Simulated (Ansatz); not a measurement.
These are PBE (plane waves to 420 eV, PAW; Ansatz, a first-principles code) values and carry that method's errors.

Plane-averaged electrostatic potential energy along the normal, in eV from the Fermi level, for a constructed model of the (110) surface of bcc Ta, p(2x2) layer of Se, one a cell, on the site that continues the host's stacking (bottom of the slab: a bare face, its two planes held):

(z (Å), V (eV)): (3.67, 4.78); (3.95, 4.78); (4.24, 4.77); (4.52, 4.76); (4.80, 4.75); (5.08, 4.72); (5.37, 4.66); (5.65, 4.55); (5.93, 4.33); (6.21, 3.91); (6.50, 3.14); (6.78, 1.71); (7.06, -0.93); (7.34, -5.75); (7.62, -12.13); (7.91, -17.98); (8.19, -19.38); (8.47, -15.12); (8.75, -8.42); (9.04, -3.08); (9.32, -1.22); (9.60, -3.78); (9.88, -9.50); (10.17, -16.09); (10.45, -19.42); (10.73, -16.83); (11.01, -10.43); (11.30, -4.47); (11.58, -1.44); (11.86, -2.78); (12.14, -7.79); (12.43, -14.42); (12.71, -19.00); (12.99, -17.97); (13.27, -12.18); (13.56, -5.79); (13.84, -1.73); (14.12, -1.71); (14.40, -5.73); (14.69, -12.11); (14.97, -17.93); (15.25, -19.02); (15.53, -14.48); (15.81, -7.84); (16.10, -2.78); (16.38, -1.31); (16.66, -4.16); (16.94, -10.01); (17.23, -16.46); (17.51, -19.36); (17.79, -16.35); (18.07, -9.90); (18.36, -4.23); (18.64, -1.80); (18.92, -4.03); (19.20, -9.62); (19.49, -16.14); (19.77, -19.55); (20.05, -17.21); (20.33, -11.10); (20.62, -5.22); (20.90, -1.72); (21.18, -0.18); (21.46, 0.78); (21.75, 1.36); (22.03, 1.83); (22.31, 2.56); (22.59, 3.73); (22.87, 4.37); (23.16, 4.63); (23.44, 4.74); (23.72, 4.79); (24.00, 4.81); (24.29, 4.82); (24.57, 4.82); (24.85, 4.82); (25.13, 4.82); (25.42, 4.82); (25.70, 4.82); (25.98, 4.82)

Set-up: 25 atoms, 14.3 Å thick at the start; mesh 7x7x1; 0.1 eV smearing; dipole correction on; 8 atoms held, the rest relaxed; start symmetry kept, larger cells not searched; no spin, no spin-orbit, no U. It is one candidate, not shown to be the stable structure of the face.

The vacuum level lies 4.82 eV above the Fermi level over the top face and 4.78 eV above it under the bottom face.
